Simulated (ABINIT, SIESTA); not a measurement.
A SIESTA input for a self-consistent single point of GaSn3 (Fm-3m, 4 atoms in the cell) (DFT, LDA PW92, numerical atomic orbitals DZP, PseudoDojo LDA standard norm-conserving potentials (rewritten from UPF to PSML)):

```
# files in the folder: Ga.psml Sn.psml (PseudoDojo LDA standard)
SystemName  GaSn3
SystemLabel gasn3

NumberOfAtoms                4
NumberOfSpecies              2
%block ChemicalSpeciesLabel
  1 31 Ga
  2 50 Sn
%endblock ChemicalSpeciesLabel
LatticeConstant              1.0 Bohr
%block LatticeVectors
     0.000000000    6.863175370    6.863175370
     6.863175370    0.000000000    6.863175370
     6.863175370    6.863175370    0.000000000
%endblock LatticeVectors
AtomicCoordinatesFormat      Ang
%block AtomicCoordinatesAndAtomicSpecies
     0.000000000    0.000000000    0.000000000  1
     1.815918000    1.815918000    1.815918000  2
     5.447754000    5.447754000    5.447754000  2
     3.631836000    3.631836000    3.631836000  2
%endblock AtomicCoordinatesAndAtomicSpecies

XC.functional                LDA
XC.authors                   PW92
PAO.BasisSize                DZP
PAO.EnergyShift              0.01 Ry
MeshCutoff                   350 Ry
%block kgrid.MonkhorstPack
    9   0   0  0.0
    0   9   0  0.0
    0   0   9  0.0
%endblock kgrid.MonkhorstPack
OccupationFunction           FD
ElectronicTemperature        1578.21 K

MaxSCFIterations             150
SCF.Mixer.Method             Pulay
SCF.Mixer.Weight             0.25
SCF.Mixer.History            6
SCF.DM.Tolerance             1.0E-04
Diag.ParallelOverK           true
WriteForces                  true
Charge.Mulliken              end
```

### Question
Translate this input to ABINIT.

### Answer
One input that does it (others would too):

```
# GaSn3, JTH v2.0 LDA PAW
pp_dirpath "./"
pseudos "Ga.LDA_PW-JTH.xml, Sn.LDA_PW-JTH.xml"
acell 5.1361917275 5.1361917275 5.1361917275 Angstrom
rprim
         0.0000000000    0.7071067812    0.7071067812
         0.7071067812    0.0000000000    0.7071067812
         0.7071067812    0.7071067812    0.0000000000
natom 4
ntypat 2
znucl 31 50
typat 1 2 2 2
xred
         0.0000000000    0.0000000000    0.0000000000
         0.2500000000    0.2500000000    0.2500000000
         0.7500000000    0.7500000000    0.7500000000
         0.5000000000    0.5000000000    0.5000000000
ecut 40 Ry
pawecutdg 80 Ry
pawxcdev 0
occopt 3
tsmear 0.00499791
nband 36
kptopt 1
ngkpt 9 9 9
nshiftk 1
shiftk 0 0 0
nstep 100
tolvrs 1.0e-10
prtwf 0
prtden 0
prtvol 1
enunit 2
```

Basis, cutoffs, solver keys and any potentials are the target program's own. This input uses DFT, LDA (PW92), plane waves, PAW (JTH v2.0 LDA PAW). LDA parametrisations can differ slightly between programs. Both were run: pressure 0.43 GPa in SIESTA and 0.00 in ABINIT.

On SIESTA: the starting cell comes from a database of computed structures (which also holds hypothetical and non-ambient phases and stackings), without a prior relaxation at this level. For this run, on top of that: lattice scaled by 0.98. Values carry the incompleteness of an atom-centred basis.

On ABINIT: the starting cell comes from a database of computed structures (which also holds hypothetical and non-ambient phases and stackings), without a prior relaxation at this level. For this run, on top of that: lattice scaled by 0.98.
